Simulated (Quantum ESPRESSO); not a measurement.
**Equation of state of In (space group 139): energy against volume (Quantum ESPRESSO, PBEsol)**

```xyz
1
Lattice="-1.5778 1.5778 2.4031 1.5778 -1.5778 2.4031 1.5778 1.5778 -2.4031" Properties=species:S:1:pos:R:3 pbc="T T T"
In     0.0000     0.0000     0.0000
```

Method of the run: PBEsol, GBRV 1.5 ultrasoft (PBESOL) pseudopotentials (plane waves; Quantum ESPRESSO 7.5). Settings: ecutwfc = 52 Ry; ecutrho = 260 Ry; occupations = smearing; smearing = fermi-dirac; degauss = 0.0036749 Ry; potentials = {In: in_pbesol_v1.4.uspp.F.UPF}; K_POINTS = automatic 25 25 25 0 0 0; conv_thr = 1e-10 Ry; mixing_beta = 0.7. The cell above is the first row's. The rows scale it uniformly. In all rows the k mesh is held. E is the free energy at the stated smearing, counted from the lowest row.

| V (Å^3/atom) | E (meV/atom) |
|---|---|
| 23.931 | 16.74 |
| 24.451 | 7.44 |
| 24.971 | 2.01 |
| 25.491 | 0.00 |
| 26.011 | 1.01 |
| 26.532 | 4.68 |
| 27.052 | 10.69 |
| 27.572 | 18.77 |
| 28.092 | ? |

Taking the third-order Birch-Murnaghan form, a cubic in V^(-2/3) for E over the 8 complete rows: With u = V^(-2/3) - 0.115, the rows have u = 0.005418, 0.003705, 0.002051, 0.000454, -0.001090, -0.002586, -0.004031, -0.005431. Least squares gives E = 0.000 - 270.2·u + 603395·u² + 3092946·u³. Residuals (row less fit): 0.000, 0.001, -0.001, -0.002, 0.003, 0.000, -0.001, 0.000; standard error 0.002 (degrees of freedom: 4). Its minimum lies at u = 0.000224, so V0 = (0.115224)^(-3/2) = 25.57. There d²E/du² = 1211000 and d³E/du³ = 1.856e7, so B0 = (4/9) × 25.57^(-7/3) × 1211000 × 0.160218 = 44.8 GPa (the last factor turns the table's units into GPa), and B0' = 4 + (2/3) × 0.115224 × (1.856e7)/1211000 = 5.2. The program's pressures in the fitted runs (not shown) pass through zero at V = 25.56, 0.02 % from this V0.

Q: What does the fit predict for E at V = 28.092, and how far is the calculated value from it?

A: u = -0.006787, so E = 0.000 - 270.2 × (-0.006787) + 603395 × (-0.006787)² + 3092946 × (-0.006787)³ = 28.661 meV/atom. The calculation gives 28.67 meV/atom, 0.009 meV/atom above the prediction (under 0.05 % of the range of E in the table). The row lies outside the fitted rows, so this is an extrapolation.

Carrying the step between the two nearest rows on in a straight line would have given 26.85, off by 1.82; series whose last step already gives the withheld value aren't shown. The scan was laid around a cell of about the measured size, scaled by a guess for this functional; axis ratios and inner coordinates come from that cell. The shape of the cell and the inner coordinates aren't relaxed, so V0 and B0 belong to this uniform scaling; a relaxed crystal lies no higher in energy and is usually softer. Cutoffs and mesh are single choices, not tested for convergence of this quantity. Series with a scatter that would blur these digits, or in which a gap closes, are not shown. Nor are scans whose minimum lies at an end fitted in this form.
